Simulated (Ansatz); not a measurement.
TiO2: pressure 5 GPa

Base system: TiO2 in the anatase structure (space group I4_1/amd, No. 141; a = 3.799 Å, c = 9.701 Å).

Perturbation: cell and atoms relaxed at a pressure of 5 GPa.

Computed with PBE (Ansatz, a quantum-chemistry and plane-wave program, PAW, no SOC). k-mesh 12×12×12 (Γ-centred); smearing 0.05 eV (Fermi–Dirac).

The volume per atom shrinks by 0.32 Å³ to 11.35 Å³ and the density rises by 0.11 g/cm³, from 3.79 g/cm³ to 3.90 g/cm³. The lattice parameter a decreases by 0.0164 Å, from 3.799 Å to 3.782 Å and the c/a ratio falls by 0.038 to 2.516. The enthalpy H = E + PV relative to the base's energy is +0.36 eV/atom and the band gap drops by 0.03 eV to 2.10 eV. The gap character is still indirect, Γ–X (87 % along) → Γ and the smallest direct gap increases by 0.03 eV to 2.46 eV. The mean gap deformation potential ΔEg/Δln V amounts to +0.9 eV and the width of the top valence band rises by 0.035 eV to 0.87 eV.

Load acts through the strain it causes; cell and atoms are relaxed under it. No phonon test of stability was made. Competing high-pressure phases were not computed. The final runs are not spin-polarised.
